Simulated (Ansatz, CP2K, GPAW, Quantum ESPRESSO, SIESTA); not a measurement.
One structure in several programs: InSb (F-43m, 2 atoms in the cell)

Self-consistent single point.

```
InSb
1.0
    0.00000     3.24000     3.24000
    3.24000     0.00000     3.24000
    3.24000     3.24000     0.00000
In Sb
1 1
Cartesian
  0.00000   0.00000   0.00000
  1.62000   1.62000   1.62000
```

Shared settings, as Ansatz (a program for electronic structure) writes them: kpoints.mp_grid.grid = 6 6 6; scf.occupations.method = fermi_dirac; scf.occupations.width = 0.05 eV. Potentials and cutoffs stand in the table.

```tsv
code	model	pressure (GPa)	cutoff
GPAW	LDA (Perdew-Wang 92), GPAW PAW datasets LDA (gpaw-data 1.0.1)	-1.11	550 eV
SIESTA	LDA PW92, numerical atomic orbitals DZP, PseudoDojo LDA standard norm-conserving potentials (rewritten from UPF to PSML)	-0.42	grid 350 Ry
CP2K	LDA (Pade form), GPW, TZVP-MOLOPT-SR-GTH basis, GTH-PADE potentials (GTH_POTENTIALS)	-0.32	grid 500 Ry
Quantum ESPRESSO	LDA (PZ), PSlibrary PAW (LDA, semicore) pseudopotentials	-1.80	55 Ry
Ansatz	LDA (PW92), default PAW files made with PBE	-0.59	default
```

No clean gap comes from GPAW, SIESTA, CP2K, Quantum ESPRESSO and Ansatz: levels at the Fermi energy touch, overlap or are partly filled at this smearing.

On Ansatz's run: spin-orbit coupling is off.

The spread over the programs that give each value: pressure within 1.48 GPa.

SIESTA and CP2K use small atom-centred bases, whose incompleteness enters pressures, forces and empty levels differently from a plane-wave cutoff. Ansatz's pressure is given at a fixed set of plane waves, as the other plane-wave codes print theirs. The same LDA comes in different parametrisations, which differ slightly.

The starting cell has typed, rounded lattice constants, without a prior relaxation at this level.

Left out of this page: ABINIT (with a known weakness of the program); Elk and FLEUR (not drawn, or without a comparable value).

Keys are those of Ansatz 0.2.
